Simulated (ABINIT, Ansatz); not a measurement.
## One structure in several programs: TePb (Fm-3m, 2 atoms in the cell)

Self-consistent single point.

```yaml
crystal:
  lattice:
    - [0.00000, 3.33206, 3.33206]
    - [3.33206, 0.00000, 3.33206]
    - [3.33206, 3.33206, 0.00000]
  atoms:
    - { symbol: Te, position: [0.00000, 0.00000, 0.00000] }
    - { symbol: Pb, position: [0.50000, 0.50000, 0.50000] }
```

Shared settings, as Ansatz (a first-principles code) writes them: kpoints.mp_grid.grid = 9 9 9; magnetization.spin_orbit = true; scf.occupations.method = fixed. Potentials and cutoffs stand in the table.

```tsv
code	model	pressure (GPa)	cutoff
ABINIT	PBE, spin-orbit coupling, PAW (JTH v2.0 PBE PAW)	-1.74	20 Ha
Ansatz	PBE with spin-orbit coupling, PAW files	-1.57	default
```

The spread over the programs that give each value: pressure within 0.17 GPa.

Ansatz's pressure is given at a fixed set of plane waves, as the other plane-wave codes print theirs; with its correction for the finite basis it is -1.52 GPa.

This mesh misses zone-boundary points where a band edge of such crystals can lie, so no gaps are given.

The starting cell comes from a database of computed structures (which also holds hypothetical and non-ambient phases and stackings), without a prior relaxation at this level. Its lattice was rescaled by a random factor within 2.5 % of one.

Left out of this page: Elk and FLEUR (with a known weakness of the program); SIESTA (not drawn, or without a comparable value).

Keys are those of Ansatz 0.2.
